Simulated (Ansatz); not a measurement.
Base system: ReB2 (space group P6_3/mmc, No. 194).

```
ReB2
1.0
    2.89035     0.00000     0.00000
   -1.44517     2.50311     0.00000
    0.00000     0.00000     7.45359
Re B
2 4
Direct
  0.66667   0.33333   0.75000
  0.33333   0.66667   0.25000
  0.66667   0.33333   0.45181
  0.33333   0.66667   0.54819
  0.33333   0.66667   0.95181
  0.66667   0.33333   0.04819
```

Levels (all Ansatz, a first-principles code, PAW): PBEsol (420 eV, no SOC); PBEsol+SOC (420 eV, noncollinear with spin-orbit coupling).

The geometry is relaxed with PBEsol.

```
Property          Result
---------------  -------
PBEsol pressure  0.0 GPa
```

With PBEsol+SOC at the same geometry, the pressure goes from zero to -0.2 GPa.

Single points use the geometry relaxed with PBEsol. Differences between runs with and without spin-orbit coupling are approximate. No phonon test of stability was made. The runs without spin-orbit coupling are not spin-polarised.
